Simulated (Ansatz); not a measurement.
We consider YSiNO2 (model structure, P4/mmm, No. 123, 5 atoms in the cell), described by PBEsol+SOC (Ansatz, a quantum-chemistry and plane-wave program, PAW).

Settings: plane-wave cutoff 520 eV, 10×10×10 k mesh, Fermi–Dirac smearing 0.01 eV, PAW data made under PBE.

Cell (relaxed with PBEsol):

```xyz
5
Lattice="3.5749 0.0000 0.0000 0.0000 3.5749 0.0000 0.0000 0.0000 3.6850" Properties=species:S:1:pos:R:3 pbc="T T T"
Y      0.0000     0.0000    -0.0061
Si     1.7875     1.7875     1.8364
N      1.7875     1.7875    -0.0061
O      1.7875     0.0000     1.8364
O      0.0000     1.7875     1.8364
```

Q: Predict the band gap and smallest direct gap on the k points sampled.

A: 
band gap: 1.50 eV (indirect)
smallest direct gap on the k points sampled: 2.04 eV

Note: the relaxation could raise the start's symmetry but not lower it, so the cell can be a saddle point.

It cost about 100 core-seconds (a rough figure) of CPU time.

A model structure was made by putting elements into a prototype or built by hand; it is no filed structure, need not be a known phase, and can be a saddle point held by its symmetry.
